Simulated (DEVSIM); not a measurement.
System: Si n-p junction from an implanted or diffused profile, at 300 K.

```csv
layer (left to right),material,thickness (μm),Na (cm⁻³),τn (s),τp (s)
1,Si,13.0,3.1e14,0.00067,0.00067
```

Added donor profile: 5.7e18 cm⁻³ × exp(−(x − 0 μm)²/(2·(0.24 μm)²)). Left contact: ohmic. Right contact: ohmic. Voltage is applied to the left contact. Recombination: SRH at mid-gap, radiative, Auger. Mobility is constant in doping.

Constants are typed, rounded textbook-type inputs, not results; the design itself was drawn at random and stands for no fabricated device. Values at 300 K.

| parameter | Si |
|---|---|
| gap (eV) | 1.124 |
| affinity (eV) | 4.05 |
| permittivity | 11.7 |
| Nc (cm⁻³) | 2.86e19 |
| Nv (cm⁻³) | 3.1e19 |
| μn (cm²/Vs) | 1417 |
| μp (cm²/Vs) | 470 |
| B (cm³/s) | 4.7e-15 |
| Cn (cm⁶/s) | 2.8e-31 |
| Cp (cm⁶/s) | 9.9e-32 |

Model (solved in DEVSIM): 1D drift-diffusion, Boltzmann statistics, complete ionisation; no tunnelling, impact ionisation, image-force lowering or self-heating.

Problem. Tabulate band edges, carrier densities and field at -0.9 V on the left contact.

Solution. Energies count from the Fermi level of the right contact; mesh points crowd at the junctions.

```csv
x (μm),Ec (eV),Ev (eV),n (cm⁻³),p (cm⁻³),field (V/cm)
0.000,0.942,-0.182,5.7e18,< 1e2,≈ 0
0.02079,0.942,-0.182,5.7e18,6.5e13,92
0.04995,0.942,-0.182,5.6e18,1.6e14,220
0.09621,0.944,-0.180,5.3e18,3.1e14,430
0.1927,0.950,-0.174,4.1e18,7.4e14,860
0.3034,0.962,-0.162,2.6e18,1.6e15,1400
0.4560,0.988,-0.136,9.4e17,5.3e15,2000
0.6672,1.035,-0.089,1.5e17,3.4e16,1900
0.8160,1.051,-0.073,8.1e16,6.4e16,420
0.9792,1.053,-0.071,7.2e16,7.0e16,12
1.133,1.053,-0.071,7.0e16,7.0e16,-30
1.593,1.051,-0.073,6.7e16,6.8e16,-34
2.474,1.048,-0.076,6.2e16,6.2e16,-37
4.279,1.041,-0.083,5.1e16,5.2e16,-45
8.853,1.012,-0.112,2.5e16,2.5e16,-94
10.94,0.985,-0.139,1.2e16,1.2e16,-190
11.93,0.959,-0.165,6.2e15,6.5e15,-370
12.48,0.931,-0.193,2.9e15,3.1e15,-790
12.80,0.888,-0.236,1.2e15,1.0e15,-2200
12.91,0.859,-0.265,7.9e14,5.3e14,-3200
12.97,0.839,-0.285,4.0e14,3.7e14,-3600
13.00,0.826,-0.298,370000,3.1e14,-3700
```
